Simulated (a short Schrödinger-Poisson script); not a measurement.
Stack: MOS inversion layer, Al2O3 on p-type Ge(111), at 300 K.

| layer | material | thickness (nm) | Na (cm⁻³) |
|---|---|---|---|
| 1 | Al2O3 | 5 | - |
| 2 | Ge | 520 | 6.3e17 |

Constants are typed, rounded textbook-type inputs, not results; the design itself was drawn at random and stands for no fabricated device. Al2O3: permittivity 9, conduction-band edge (eV) 2.65, gap (eV) 6.8, electron mass (mₑ) 0.3. Ge: permittivity 16, conduction-band edge (eV) 0, gap (eV) 0.664, Nv at 300 K (cm⁻³) 6e18.

Channel valleys (confinement mass, in-plane density-of-states mass, number): L1 1.59, 0.08, 1; L3 0.09, 0.34, 3. At the gate the conduction-band edge of layer 1 lies 2.85 eV − eVg above the Fermi level of the channel; the field vanishes at the back. Gaps are held at their typed values at every temperature. Mesh 0.03 nm at interfaces.

From a short Schrödinger-Poisson script (our own, NumPy): 1D Poisson equation in equilibrium, electrons quantum, Hartree (BenDaniel-Duke, 12 states a valley, the channel's in-plane mass for all, wave functions free to enter the dielectric), parabolic valleys, classical holes, full ionisation, no traps, pinning or gate leakage.

The same stack at other levels of the model or other numerical settings:

```csv
run,sheet density of all electrons at Vg = 1.9 V (cm⁻²),sheet density of all electrons at Vg = 0.7 V (cm⁻²),capacitance at Vg = 1.9 V (μF/cm²),centroid of the channel electrons at Vg = 1.9 V (nm),rough cost against the base
base,1.12e13,1.42e12,1.37,1.77,about 1
"electrons treated as classical, Boltzmann",1.32e13,2.10e12,1.54,(withheld),0.04
"electrons treated as classical, Fermi-Dirac",(withheld),1.99e12,(withheld),0.87,0.2
mesh six times as coarse,1.12e13,1.42e12,1.37,1.77,0.3
one subband a valley,1.11e13,1.38e12,1.37,1.77,0.5
```

Task: Complete the blanks.

Result: 
- electrons treated as classical, Fermi-Dirac, sheet density of all electrons at Vg = 1.9 V (cm⁻²): 1.24e13
- electrons treated as classical, Boltzmann, centroid of the channel electrons at Vg = 1.9 V (nm): 0.46
- electrons treated as classical, Fermi-Dirac, capacitance at Vg = 1.9 V (μF/cm²): 1.43

The classical rows ignore confinement, and Boltzmann statistics overrate the density once the band edge passes the Fermi level.

Only the L valleys are kept; under strong confinement the Δ valleys of Ge fill too.
